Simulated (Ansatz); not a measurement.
# What isotropic strain +1.20 % does to PbO

Start from PbO (space group P4/nmm, No. 129; a = 4.034 Å, c = 4.994 Å; layered, stacked along the Cartesian z axis).

Perturbation: an isotropic linear strain of +1.20 %; the atoms relax in the strained cell.

All numbers come from Ansatz (a first-principles code) PBE-D3(BJ), no SOC. k-mesh 8×8×7 (Γ-centred); smearing 0.05 eV (Fermi–Dirac).

The volume per atom rises by 0.74 Å³ to 21.06 Å³ and the shortest interatomic distance grows by 0.013 Å (2.341 Å → 2.354 Å). The energy rises by 2.9 meV/atom and the pressure (mean of the normal stresses, compression positive) drops by 1.23 GPa, from 0.01 GPa to -1.22 GPa. The band gap goes up by 0.17 eV, from 1.27 eV to 1.44 eV (an upper bound: an edge found on the path is not a true extremum; the base alone) and the largest internal atomic displacement amounts to 0.030 Å.

Cost of the whole job for the changed cell (relaxation, final SCF and bands): very roughly 26 core-seconds.

Spin-orbit coupling, missing from the scalar runs, can matter with Pb. No phonon test of stability was made. The D3 term's C6 switches between coordination references near this geometry, which can add small steps to energies.
